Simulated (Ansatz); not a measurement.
# LaLuO$_{3}$ in the cubic perovskite structure (space group Pm-3m, No. 221; a hypothetical phase, not in the database extracts checked)

Space group Pm-3m (No. 221); a = b = c = 4.193 Å, α = β = γ = 90.00°

```tsv
atom	site	symmetry	x	y	z
La	1a	m-3m	0.0000	0.0000	0.0000
Lu	1b	m-3m	0.5000	0.5000	0.5000
O	3c	4/mm.m	0.0000	0.5000	0.5000
```

The values are results of Kohn–Sham DFT with the PBEsol functional, run in Ansatz (an electronic-structure program) with PAW and 420 eV plane waves, spin-orbit coupling left out, not measurements. k-mesh 8×8×8 (Γ-centred); smearing 0.05 eV (Fermi–Dirac).

Volume per atom: 14.74 Å³
Density: 8.15 g/cm³
Band gap: 1.43 eV, direct at Γ
Electron mass (degenerate bands, along [100]): 0.80, 1.3 mₑ
Lowest conduction-band minima above the VBM: Γ 1.43 eV; X along ⟨100⟩ 1.55 eV
Total energy: -4492.675 eV/atom (σ→0; compares only within this code and set-up)

Effective masses come from finite differences of ±0.01 Å⁻¹. No phonon test of stability was made. Many cubic perovskites are stable only at high temperature; tilts and polar distortions were not tested.
